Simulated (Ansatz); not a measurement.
## Au: response to strain

Take Au in the fcc (Cu type) structure (space group Fm-3m, No. 225; relaxed with 0.1 eV smearing) as the base.

```
CELL_PARAMETERS angstrom
      0.00000     2.04148     2.04148
      2.04148     0.00000     2.04148
      2.04148     2.04148     0.00000
ATOMIC_POSITIONS crystal
  Au 0.00000 0.00000 0.00000
```

Cartesian axes are those of the cell as printed.

Strains are applied to the cell and any free atomic positions relax; under biaxial strain the out-of-plane vector relaxes too.

All numbers come from PBEsol, PAW, 420 eV (Ansatz, a program for electronic structure; spin-orbit coupling left out).

```json
[
 {"biaxial strain, plane normal [111], relaxed out of plane (%)": "-2.5", "out-of-plane strain (%)": "3.57"},
 {"biaxial strain, plane normal [111], relaxed out of plane (%)": "-2.08", "out-of-plane strain (%)": "?"},
 {"biaxial strain, plane normal [111], relaxed out of plane (%)": "-1.67", "out-of-plane strain (%)": "2.31"},
 {"biaxial strain, plane normal [111], relaxed out of plane (%)": "-1.25", "out-of-plane strain (%)": "1.69"},
 {"biaxial strain, plane normal [111], relaxed out of plane (%)": "-0.83", "out-of-plane strain (%)": "1.11"},
 {"biaxial strain, plane normal [111], relaxed out of plane (%)": "-0.42", "out-of-plane strain (%)": "0.56"},
 {"biaxial strain, plane normal [111], relaxed out of plane (%)": "0", "out-of-plane strain (%)": "0.00"}
]
```

Question: Fit ε⊥ = −νε + γε² (strains in %) to the rows shown and predict the withheld row.

Answer: Least squares on the printed values gives ν = 1.29 (the biaxial Poisson response) and γ = 0.055 (largest residual 0.01 %); this predicts 2.92 %, and the run gives 2.92 %, in agreement.

No phonon test of stability was made.
